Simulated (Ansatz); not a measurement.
HfO2: pressure series

Take HfO2 (space group P4_2/nmc, No. 137) as the base.

HfO₂ is modelled in the tetragonal space group P4₂/nmc, origin choice 1 (No. 137), Pearson symbol tP6. Conventional cell: a = b = 3.577 Å, c = 5.203 Å, α = β = γ = 90.00°. Hf on 2a is coordinated by 4 O at 2.059 Å and 4 O at 2.387 Å. O on 4d sees 2 Hf at 2.059 Å and 2 Hf at 2.387 Å (tetrahedral). (Neighbours: up to the widest gap in distance over summed covalent radii, below 1.35, at either atom; cation-cation and far metal-metal contacts left out.)

Cell and atoms are relaxed at each pressure.

Method: Ansatz (a program for electronic structure), r2SCAN, PAW, cutoff 500 eV, no spin-orbit coupling.

| variant | electron mass | density |
|---|---|---|
| base | 1.0 mₑ along c, 0.89 mₑ across (at Γ) | 10.50 g/cm³ |
| pressure −2 GPa | 1.0 mₑ along c, 0.91 mₑ across (at Γ) | 10.39 g/cm³ |
| pressure −1 GPa | 1.0 mₑ along c, 0.90 mₑ across (at Γ) | 10.45 g/cm³ |
| pressure 0.3 GPa | 1.0 mₑ along c, 0.89 mₑ across (at Γ) | 10.52 g/cm³ |
| pressure 0.7 GPa | 1.0 mₑ along c, 0.89 mₑ across (at Γ) | 10.54 g/cm³ |
| pressure 1.5 GPa | 1.1 mₑ along c, 0.88 mₑ across (at Γ) | 10.58 g/cm³ |
| pressure 3 GPa | 1.0 mₑ along c, 0.87 mₑ across (at Γ) | ? |
| pressure 5 GPa | 1.0 mₑ along c, 0.85 mₑ across (at Γ) | 10.76 g/cm³ |
| pressure 7.5 GPa | ? | 10.88 g/cm³ |
| pressure 10 GPa | 1.0 mₑ along c, 0.82 mₑ across (at Γ) | 10.99 g/cm³ |

Q: What belongs in the blanks?

A: 
- pressure 3 GPa, density: 10.66 g/cm³
- pressure 7.5 GPa, electron mass: 1.0 mₑ along c, 0.84 mₑ across (at Γ)

With Hf present, leaving out spin-orbit coupling can change the band edges. Load acts through the strain it causes; cell and atoms are relaxed under it. Effective masses come from finite differences of ±0.01 Å⁻¹. No phonon test of stability was made. No other phases were tried under pressure. This is not the structure that HfO2 has at room temperature and ambient pressure.
